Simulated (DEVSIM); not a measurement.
## illuminated Si p-on-n cell, one wavelength

Structure: illuminated Si p-on-n cell, one wavelength, at 300 K.

```tsv
layer (left to right)	material	thickness (μm)	Nd (cm⁻³)	Na (cm⁻³)	τn (s)	τp (s)	absorption coefficient (cm⁻¹)
1	Si	0.260	-	8.1e18	6.5e-7	6.5e-8	8000
2	Si	100	3.7e16	-	1.9e-6	1.9e-6	8000
```

Left contact: ohmic, minority electron recombination velocity 9e6 cm/s. Right contact: ohmic, minority hole recombination velocity 10 cm/s. Voltage is applied to the left contact. Recombination: SRH at mid-gap, radiative, Auger. Light enters at the left, 2.2e18 photons cm⁻² s⁻¹, one pass, no reflection. Mobility is constant in doping.

Constants are typed, rounded textbook-type inputs, not results; the design itself was drawn at random and stands for no fabricated device. Values at 300 K.

```csv
parameter,Si
gap (eV),1.124
affinity (eV),4.05
permittivity,11.7
Nc (cm⁻³),2.86e19
Nv (cm⁻³),3.1e19
μn (cm²/Vs),1417
μp (cm²/Vs),470
B (cm³/s),4.7e-15
Cn (cm⁶/s),2.8e-31
Cp (cm⁶/s),9.9e-32
```

Simulated with DEVSIM: 1D drift-diffusion, Boltzmann statistics, complete ionisation; no tunnelling, impact ionisation, image-force lowering or self-heating.

The potential step across the device at zero bias is 0.917 V, the largest field in the device at zero bias comes out as 170000 V/cm and the dark forward voltage at 1 A/cm² comes out as 0.680 V. The dark forward voltage at 100 A/cm² comes out as 0.851 V, the short-circuit current is 317 mA/cm² and the open-circuit voltage is 0.648 V. The fill factor is 0.83 and the largest power is 171 mW/cm². The share of generated pairs collected at short circuit is 0.899.

Small-signal capacitance in reverse bias (quasi-static):

```json
[
 {"V (V)": "-0.04", "C (nF/cm²)": "59.5"},
 {"V (V)": "-0.1", "C (nF/cm²)": "57.5"},
 {"V (V)": "-0.2", "C (nF/cm²)": "54.6"},
 {"V (V)": "-0.3", "C (nF/cm²)": "52.0"},
 {"V (V)": "-0.4", "C (nF/cm²)": "49.8"},
 {"V (V)": "-0.6", "C (nF/cm²)": "46.2"},
 {"V (V)": "-0.8", "C (nF/cm²)": "43.2"},
 {"V (V)": "-1", "C (nF/cm²)": "40.8"},
 {"V (V)": "-1.3", "C (nF/cm²)": "37.8"},
 {"V (V)": "-1.6", "C (nF/cm²)": "35.4"},
 {"V (V)": "-2", "C (nF/cm²)": "32.8"}
]
```

Dark forward current:

| V (V) | J (A/cm²) |
|---|---|
| 0.05 | 1.1e-9 |
| 0.10 | 4.0e-9 |
| 0.15 | 1.3e-8 |
| 0.20 | 4.1e-8 |
| 0.25 | 1.5e-7 |
| 0.30 | 6.9e-7 |
| 0.35 | 3.8e-6 |
| 0.40 | 2.3e-5 |
| 0.45 | 0.00015 |
| 0.50 | 0.0010 |
| 0.60 | 0.049 |
| 0.65 | 0.33 |
| 0.70 | 2.1 |
| 0.75 | 11 |
| 0.80 | 36 |
| 0.85 | 98 |
| 0.90 | 250 |
| 0.95 | 590 |
| 1.00 | 1200 |
| 1.05 | 2200 |
